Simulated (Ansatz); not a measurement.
Ansatz (a quantum-chemistry and plane-wave program) run on LiZn3 (Fm-3m, 4 atoms in the cell): zone-centre phonon calculation.

Level of theory: LDA (PW92), default PAW files made with PBE (plane waves; Ansatz).

```xyz
4
Lattice="0.0000 3.0201 3.0201 3.0201 0.0000 3.0201 3.0201 3.0201 0.0000" Properties=species:S:1:pos:R:3 pbc="T T T"
Li     0.0000     0.0000     0.0000
Zn     1.5101     1.5101     1.5101
Zn     4.5302     4.5302     4.5302
Zn     3.0201     3.0201     3.0201
```

Reference input (self-consistent single point, DFT, LDA (PW92), plane waves, default PAW files made with PBE): basis.ecutwfc = 30.9 Ry; kpoints.mp_grid.grid = 10 10 10; hamiltonian.xc = lda; hamiltonian.pseudopotentials = {kind: paw} (the program's default PAW files); scf.occupations.method = gaussian; scf.occupations.width = 0.0073 Ry. This run's input differs from it in these lines:

Ansatz 0.2 input:
```diff
@@ -13,3 +13,3 @@
 kpoints:
-  mp_grid: { grid: [10, 10, 10] }
+  mp_grid: { grid: [9, 9, 9] }
 hamiltonian:
@@ -19,6 +19,4 @@
   occupations: { method: gaussian, width: 0.0073 Ry }
-output:
-  forces: true
-  eigenvalues: true
-  stress: true
+phonons:
+  method: dfpt
```

Output (repeated stretches shortened):

```
SCF iter   1: F=—  HF=-9941.091061 eV  |F-HF|=—  |Δ(HF+E_count)|=         —  Δρ=5.06e-3  dr2=7.97e-3  ethr=1.77e-3  ⟨swp⟩=5.7  Hψ=7607  notcnv=0
all-band conjugate gradients solve this SCF's bands
preconditioner: auto → Kerker (q_TF=auto, 2.576 Å⁻¹)
SCF iter   2: F=—  HF=-9941.086456 eV  |F-HF|=—  |Δ(HF+E_count)|=   4.61e-3  Δρ=2.63e-3  dr2=3.56e-3  ethr=2.04e-5  ⟨swp⟩=2.0  Hψ=3666  notcnv=0
   [... lines left out ...]
SCF iter   8: F=—  HF=-9941.084653 eV  |F-HF|=—  |Δ(HF+E_count)|=   5.88e-7  Δρ=1.23e-5  dr2=8.92e-8  ethr=1.66e-9  ⟨swp⟩=2.3  Hψ=3198  notcnv=0
SCF iter   9: F=—  HF=-9941.084653 eV  |F-HF|=—  |Δ(HF+E_count)|=   2.40e-8  Δρ=2.20e-6  dr2=2.85e-9  ethr=2.29e-10  ⟨swp⟩=2.0  Hψ=2832  notcnv=0
SCF iter  10: F=—  HF=-9941.084653 eV  |F-HF|=—  |Δ(HF+E_count)|=  5.95e-10  Δρ=3.80e-7  dr2=5.58e-11  ethr=7.32e-12  ⟨swp⟩=2.1  Hψ=3214  notcnv=0
SCF iter  11: F=-9941.084653 eV  HF=-9941.084653 eV  |F-HF|=3.64e-12  |Δ(HF+E_count)|=  1.82e-12  Δρ=5.59e-8  dr2=1.16e-12  ethr=1.00e-12  ⟨swp⟩=6.9  Hψ=8757  notcnv=0
SCF 1 converged in 11 iterations: F = -9941.084653 eV  dr2 = 1.16e-12
DFPT response loops at Γ: preconditioner auto → Kerker (q_TF=auto, 2.576 Å⁻¹) (partly filled bands, converged f_vac=0.000) …
Free energy (F): -9941.084653 eV
Internal energy: -9941.077268 eV  (E = F + TS)
E sigma→0 (E₀):  -9941.080960 eV
Entropy (-TS):   -0.007384 eV (-1.846 meV/atom)
Fermi energy:    9.533724 eV
--- Phonons (Γ-DFPT): 3 representative perturbations + reference, on 75 of 729 k-points (Σ response iterations 12) ---
  k mesh reduced under 8 symmetry operations, with k and −k counted as one. Each operation leaves every solved displacement unchanged or reverses it
  ASR residual: 2.266e-5 → 0.000e0 eV/Å²; symmetrization residual: 1.187e-7 eV/Å²
  ASR residual per site (eV/Å²): 2.27e-5 1.21e-5 1.21e-5 1.09e-5
  Γ frequencies (cm⁻¹): 0.00 0.00 0.00 94.99 94.99 94.99 146.15 146.15 146.15 344.79 344.79 344.79
  non-analytic LO–TO correction: not included (Born effective charges unavailable; polar crystals: no LO–TO splitting at Γ)
```

The run converged in 11 iterations. 

Summary of the result:
Free energy E − TS (on the zero of these files): -9941.0847 eV
Fermi level (on the code's own zero): 9.53 eV
Zone-centre frequencies (cm⁻¹; negative means imaginary): 0, 0, 0, 95, 95, 95, 146, 146, 146, 345, 345, 345

The starting cell comes from a database of computed structures (which also holds hypothetical and non-ambient phases and stackings), without a prior relaxation at this level. Its lattice was rescaled by up to half a per cent.

Cost on one core of a shared machine: roughly 50 s.
